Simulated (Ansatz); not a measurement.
Base system: RuSb$_{2}$ (space group Pnnm, No. 58; a = 5.957 Å, b = 6.663 Å, c = 3.176 Å). Axes: x, y, z lie along a, b, c of the conventional cell.

Perturbation: uniaxial stress, 2 GPa compression along z; all other stress components relax to zero.

Levels (all Ansatz, an electronic-structure program, PAW): PBEsol (420 eV, spin-orbit coupling left out); r2SCAN (500 eV, no spin-orbit coupling).

The geometry is relaxed with PBEsol.

PBEsol band gap: zero
PBEsol gap character: absent
PBEsol pressure: 0.7 GPa

With r2SCAN at the same geometry, the band gap becomes 0.17 eV (PBEsol: zero); the gap character becomes indirect, R → Γ–Z (54 % along) (PBEsol: absent); the pressure increases by 3.0 GPa (0.7 GPa → 3.7 GPa).

Single points use the geometry relaxed with PBEsol. Their cutoffs differ, which shifts pressures a little. Spin-orbit coupling, missing from the scalar runs, can matter with Sb. Load acts through the strain it causes; cell and atoms are relaxed under it. Stability under load was not tested beyond the relaxation. All final runs are without spin polarisation. The zero or small gap of RuSb2 can change with the level of theory.
